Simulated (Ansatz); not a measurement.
Functionals compared on a constructed model of the (0001) surface of hcp Hf, a pseudomorphic layer of Sn in the host's stacking (bottom of the slab: a bare face, its two planes held), in Ansatz (plane waves, PAW). The structure was relaxed with PBE; the other rows are single points on it. Cutoff 420 eV (500 eV for r2SCAN).

Slab: 7 atoms, 15.4 Å thick at the start; k 13x13x1, smearing 0.1 eV, dipole-corrected; 2 atoms held, the rest relaxed; start symmetry kept, larger cells not searched; no spin, no spin-orbit, no U. It is one candidate, not shown to be the stable structure of the face. These notes are the PBE run's.

```
functional  work function of the top face (eV)  rough cost of the single point
----------  ----------------------------------  ------------------------------
PBE                                       4.53                               –
RPBE                                       [?]    very roughly 50 core-seconds
r2SCAN                                    4.73    very roughly 90 core-seconds
```

### Question
Some entries are withheld; supply them.

### Answer

- RPBE, work function of the top face (eV): 4.43

Ansatz is an electronic-structure program.
